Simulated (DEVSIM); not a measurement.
## illuminated Si p-on-n cell, one wavelength

System: illuminated Si p-on-n cell, one wavelength, at 300 K.

| layer (left to right) | material | thickness (μm) | Nd (cm⁻³) | Na (cm⁻³) | τn (s) | τp (s) | absorption coefficient (cm⁻¹) |
|---|---|---|---|---|---|---|---|
| 1 | Si | 0.420 | - | 1.3e19 | 8.7e-6 | 1e-6 | 120 |
| 2 | Si | 130 | 5.7e15 | - | 7.9e-5 | 7.9e-5 | 120 |

Left contact: ohmic, minority electron recombination velocity 2e6 cm/s. Right contact: ohmic, minority hole recombination velocity 2000 cm/s. Voltage is applied to the left contact. Recombination: SRH at mid-gap, radiative, Auger. Gap narrowing is on: ΔEg = 6.92 meV × (l + √(l² + 0.5)), l = ln(N/1.3e17 cm⁻³), shared equally by both band edges. Light enters at the left, 1.3e18 photons cm⁻² s⁻¹, one pass, no reflection. Mobility is μmin + (μ − μmin)/(1 + (N/Nref)^α).

This is a model device: material constants are rounded textbook-type values typed into the input, and sizes, dopings and lifetimes were drawn at random. Values at 300 K.

```csv
parameter,Si
gap (eV),1.124
affinity (eV),4.05
permittivity,11.7
Nc (cm⁻³),2.86e19
Nv (cm⁻³),3.1e19
μn (cm²/Vs),1417
μp (cm²/Vs),470
"μn,min",52
"μp,min",45
"Nref,n",9.7e16
"Nref,p",2.2e17
αn,0.68
αp,0.72
B (cm³/s),4.7e-15
Cn (cm⁶/s),2.8e-31
Cp (cm⁶/s),9.9e-32
```

DEVSIM, 1D drift-diffusion, Boltzmann statistics, complete ionisation; no tunnelling, impact ionisation, image-force lowering or self-heating.

| Item | Value |
|---|---|
| Potential step across the device at zero bias | 0.849 V |
| Largest field in the device at zero bias | 140000 V/cm |
| Dark forward voltage at 1 A/cm² | 0.692 V |
| Dark forward voltage at 100 A/cm² | 0.899 V |
| Short-circuit current | 120 mA/cm² |
| Open-circuit voltage | 0.629 V |
| Fill factor | 0.83 |
| Largest power | 62.6 mW/cm² |
| Share of generated pairs collected at short circuit | 0.729 |

Dark reverse current:

```csv
V (V),J (A/cm²)
-0.04,-3.2e-11
-0.10,-6.2e-11
-0.20,-1.0e-10
-0.30,-1.4e-10
-0.40,-1.7e-10
-0.60,-2.3e-10
-0.80,-2.8e-10
-1.00,-3.3e-10
-1.30,-3.9e-10
-1.60,-4.5e-10
-2.00,-5.2e-10
```

Current under light (generator sign):

```json
[
 {"V (V)": "0.00", "J (mA/cm²)": "120"},
 {"V (V)": "0.08", "J (mA/cm²)": "120"},
 {"V (V)": "0.18", "J (mA/cm²)": "120"},
 {"V (V)": "0.28", "J (mA/cm²)": "120"},
 {"V (V)": "0.38", "J (mA/cm²)": "120"},
 {"V (V)": "0.48", "J (mA/cm²)": "120"},
 {"V (V)": "0.50", "J (mA/cm²)": "119"},
 {"V (V)": "0.52", "J (mA/cm²)": "118"},
 {"V (V)": "0.54", "J (mA/cm²)": "116"},
 {"V (V)": "0.56", "J (mA/cm²)": "111"},
 {"V (V)": "0.58", "J (mA/cm²)": "101"},
 {"V (V)": "0.60", "J (mA/cm²)": "79.8"},
 {"V (V)": "0.62", "J (mA/cm²)": "34.8"},
 {"V (V)": "0.64", "J (mA/cm²)": "-57.1"}
]
```
